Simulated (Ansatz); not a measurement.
Data:

```xyz
4
Lattice="3.0780 0.0000 0.0000 -1.5390 2.6656 0.0000 0.0000 0.0000 5.0510" Properties=species:S:1:pos:R:3 pbc="T T T"
Si     1.5390     0.8885     0.0026
Si     0.0000     1.7771     2.5280
C      1.5390     0.8885     3.1553
C      0.0000     1.7771     0.6298
```

No spin polarisation.

All numbers come from PBE, PAW, 420 eV (Ansatz, a program for electronic structure; no spin-orbit coupling), earlier PAW set. Γ-centred 12×12×7 mesh, Fermi–Dirac width 0.05 eV.

**Question.** Estimate the band gap.

**Answer.** 2.28 eV.

**Question.** What is the computed valence-band top at Γ (three highest levels, from the VBM)?

**Answer.** 0.00, 0.00, -0.11 eV.

Load acts through the strain it causes; cell and atoms are relaxed under it. Stability against distortions was not tested. The cell was made from SiC in the wurtzite structure (space group P6_3mc, No. 186) by this change: pressure 3 GPa.
